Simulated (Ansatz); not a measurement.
## Effect of pressure 4.5 GPa on BAs

The reference is BAs in the zinc blende structure (space group F-43m, No. 216; a = 4.8093 Å).

One thing is altered: cell and atoms relaxed at a pressure of 4.5 GPa.

The values are results of DFT with PBE, PAW potentials and a 420 eV plane-wave cutoff in Ansatz (an electronic-structure program), no SOC, not measurements. Settings: 12×12×12 k-points, 0.05 eV Fermi–Dirac smearing.

```json
[
 {"quantity": "volume per atom", "base": "13.90 Å³", "changed": "13.47 Å³", "shift": "-0.439 Å³"},
 {"quantity": "density", "base": "5.12 g/cm³", "changed": "5.29 g/cm³", "shift": "+0.17 g/cm³"},
 {"quantity": "lattice parameter a", "base": "480.9 pm", "changed": "475.8 pm", "shift": "-5.1 pm"},
 {"quantity": "shortest interatomic distance", "base": "208.2 pm", "changed": "206.0 pm", "shift": "-2.2 pm"},
 {"quantity": "enthalpy H = E + PV relative to the base's energy", "base": "–", "changed": "+0.38 eV/atom", "shift": "–"},
 {"quantity": "band gap", "base": "1.21 eV", "changed": "1.18 eV", "shift": "-0.03 eV"},
 {"quantity": "gap character", "base": "indirect, Γ → Γ–X (82 % along)", "changed": "indirect, Γ → Γ–X (82 % along)", "shift": "–"},
 {"quantity": "smallest direct gap", "base": "3.26 eV", "changed": "3.30 eV", "shift": "+0.04 eV"},
 {"quantity": "mean gap deformation potential ΔEg/Δln V", "base": "–", "changed": "+1.0 eV", "shift": "–"},
 {"quantity": "width of the top valence band", "base": "5.07 eV", "changed": "5.26 eV", "shift": "+0.19 eV"},
 {"quantity": "electron mass", "base": "1.1 mₑ along k, 0.22 mₑ across (off the special points)", "changed": "1.0 mₑ along k, 0.21 mₑ across (off the special points)", "shift": "–"},
 {"quantity": "hole mass (degenerate bands, along [100])", "base": "0.21, 0.24, 0.24 mₑ (at Γ)", "changed": "0.23 mₑ (at Γ)", "shift": "–"}
]
```

Final structure:

```
CELL_PARAMETERS angstrom
      0.00000     2.37908     2.37908
      2.37908     0.00000     2.37908
      2.37908     2.37908     0.00000
ATOMIC_POSITIONS crystal
  B  0.00000 0.00000 0.00000
  As 0.25000 0.25000 0.25000
```

Cost of the whole job for the changed cell (relaxation, final SCF and bands): around 10 core-seconds (rough).

Load acts through the strain it causes; cell and atoms are relaxed under it. Masses are band curvatures over ±0.01 Å⁻¹ around the edge. Along k means along the line from Γ to the band edge. Whether these cells are dynamically stable was not tested.
